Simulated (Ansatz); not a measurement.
Candidates (primitive cells; geometry: relaxed with this functional, without spin-orbit coupling):
A. LaS (Fm-3m), a = b = c = 4.105 Å, α = β = γ = 60.00°
B. IrSn2 (Fm-3m), a = 4.488 Å, b = 4.488 Å, c = 4.488 Å, α = 60.00°, β = 60.00°, γ = 60.00°
C. AuSn (P6_3/mmc), a = 4.3362 Å, b = 4.3362 Å, c = 5.5328 Å, α = 90.00°, β = 90.00°, γ = 120.00°
D. CoSi2 (Fm-3m), a = 3.756 Å, b = 3.756 Å, c = 3.756 Å, α = 60.00°, β = 60.00°, γ = 60.00°

**Question.** Rank these by logarithmic mean phonon energy (highest first), as PBEsol, DFPT electron-phonon coupling, linearised Boltzmann equation in Ansatz (an electronic-structure program) gives it.

**Answer.** D (26 meV), A (15.5 meV), B (11.3 meV), C (6.7 meV)

Metals; harmonic phonons. Halving the electron mesh moves these values by up to 4 %; q meshes are mostly untested. Some of the runs warned that the eigensolver left states short of its tolerance. Spin-orbit coupling is left out.

Formula and space group known from diffraction (Crystallography Open Database), not checked to be the room-temperature form: AuSn (P6_3/mmc), IrSn2 (Fm-3m), LaS (Fm-3m). Treated as nonmagnetic (a ferromagnetic start lost its moment, other orders weren't tried): CoSi2 (Fm-3m). The missing spin-orbit coupling matters most for AuSn (P6_3/mmc), IrSn2 (Fm-3m).
